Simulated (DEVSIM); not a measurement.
System: Schottky contact on n-type ZnO, at 250 K.

Layer 1 from the left is ZnO, thickness (μm) 0.320, Nd (cm⁻³) 2.8e17, τn (s) 1.5e-9, τp (s) 1.5e-9.

Left contact: Schottky, work function 5.95 eV, emission velocity 8.9e6 cm/s. Right contact: ohmic. Voltage is applied to the left contact. Recombination: SRH at mid-gap. Mobility is μmin + (μ − μmin)/(1 + (N/Nref)^α).

This is a model device: material constants are rounded textbook-type values typed into the input, and sizes, dopings and lifetimes were drawn at random. Values at 300 K; Nc and Nv go as T^1.5, mobilities as T to minus their exponent, the gap by Varshni's rule with the affinity fixed.

ZnO: gap (eV) 3.37, affinity (eV) 4.5, permittivity 8.7, Nc (cm⁻³) 3.7e18, Nv (cm⁻³) 1.8e19, μn (cm²/Vs) 200, μp (cm²/Vs) 20, μn,min 20, μp,min 2, Nref,n 1e18, Nref,p 1e18, αn 0.6, αp 0.6, T exponent of μn 1.5, T exponent of μp 1.5, Varshni α (eV/K) 0.00055, Varshni β (K) 900.

Model (solved in DEVSIM): 1D drift-diffusion, Boltzmann statistics, complete ionisation; no tunnelling, impact ionisation, image-force lowering or self-heating. Metal contacts follow the ideal Schottky-Mott rule: no Fermi-level pinning, no interface dipoles.

Dark forward current:

| |V| (V) | |J| (A/cm²) |
|---|---|
| 0.50 | 2.460e-13 |
| 0.55 | 2.495e-12 |
| 0.60 | 2.530e-11 |
| 0.65 | 2.565e-10 |
| 0.70 | 2.598e-9 |
| 0.75 | 2.630e-8 |
| 0.80 | 2.661e-7 |
| 0.85 | 2.690e-6 |
| 0.90 | 2.715e-5 |
| 0.95 | 0.0002737 |
| 1.00 | 0.002754 |
| 1.05 | 0.02763 |
| 1.10 | 0.2762 |
| 1.15 | 2.742 |
| 1.20 | 26.84 |
| 1.25 | 248.8 |
| 1.30 | 1780 |
| 1.35 | 6817 |

Problem. Work out the local ideality factor n = ΔV / (kT/q · ln(J2/J1)) between the rows 0.50 and 0.55 V, 1.30 and 1.35 V.

Solution. kT/q = 21.54 mV. From 0.50 to 0.55 V: ln(2.495e-12/2.460e-13) = 2.317, n = 1.00, near the 1 of diffusion or emission over a barrier. From 1.30 to 1.35 V: ln(6817/1780) = 1.343, n = 1.73; the layers' resistance at their doping, Σ W/(qμN) = 3.8e-6 Ω cm², would take 19 mV of this step of 50 mV.

Problem. Estimate the current at 0.85 V for emission alone, J0 = q v N_band exp(−φB/kT), and read the barrier back from the simulated current.

Solution. φB = 1.450 eV, N_band = 2.81e18 cm⁻³, J0 = 2.34e-23 A/cm²; J = J0 (exp(qV/kT) − 1) = 3.21e-6 A/cm². The simulation gives 2.69e-6 A/cm²; the estimate lies 19 % above. Read backwards, the simulated current gives an apparent barrier of 1.454 eV. The estimate leaves out transport through the depletion region and minority injection.
